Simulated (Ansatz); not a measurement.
The parent structure is Ti in the hcp (Mg type) structure (space group P6_3/mmc, No. 194; a = 2.901 Å, c = 4.591 Å).

Level of theory: Ansatz (a quantum-chemistry and plane-wave program) PBEsol, no spin-orbit coupling.

One change was made to it. Results:

The shortest interatomic distance falls by 0.0608 Å, from 2.841 Å to 2.781 Å; the density grows by 0.33 g/cm³ (4.75 g/cm³ → 5.08 g/cm³).

Problem. Name the change that was made.
A. pressure −2 GPa
B. pressure 9 GPa
C. pressure 4.5 GPa
D. pressure 2.1 GPa
E. pressure 0.9 GPa

Solution. B, pressure 9 GPa. For comparison, the shortest interatomic distance in the other runs: pressure 4.5 GPa gives 2.809 Å; pressure 0.9 GPa gives 2.835 Å; pressure 2.1 GPa gives 2.826 Å; pressure −2 GPa gives 2.857 Å.

Load acts through the strain it causes; cell and atoms are relaxed under it. Whether these cells are dynamically stable was not tested. No other phases were tried under pressure. The final runs are not spin-polarised.
